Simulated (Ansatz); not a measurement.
The reference is Cu3N (space group Pm-3m, No. 221).

```xyz
4
Lattice="3.7649 0.0000 0.0000 0.0000 3.7649 0.0000 0.0000 0.0000 3.7649" Properties=species:S:1:pos:R:3 pbc="T T T"
N      0.0000     0.0000     0.0000
Cu     1.8825     0.0000     0.0000
Cu     0.0000     0.0000     1.8825
Cu     0.0000     1.8825     0.0000
```

Computed with Ansatz (an electronic-structure program), PBEsol, PAW, cutoff 420 eV, scalar-relativistic without spin-orbit coupling.

For the base:

| Item | Value |
|---|---|
| Valley order | M along ⟨110⟩ 0.02 eV; Γ 1.10 eV; X along ⟨100⟩ 1.64 eV |

The change: the cell is scaled by 1.0144 in all directions, atoms relaxed at fixed cell.

Problem. What happens to the valley order?

Solution. The valley order (the lowest conduction-band minima on the path, energy above the VBM, named in the base's zone) changes from M along ⟨110⟩ 0.02 eV; Γ 1.10 eV; X along ⟨100⟩ 1.64 eV to M along ⟨110⟩ 0.16 eV; Γ 0.97 eV; X along ⟨100⟩ 1.52 eV.

The levels and masses belong to the bands next to the band gap. The cells carry an imposed strain or load. No phonon test of stability was made. The final runs are not spin-polarised.
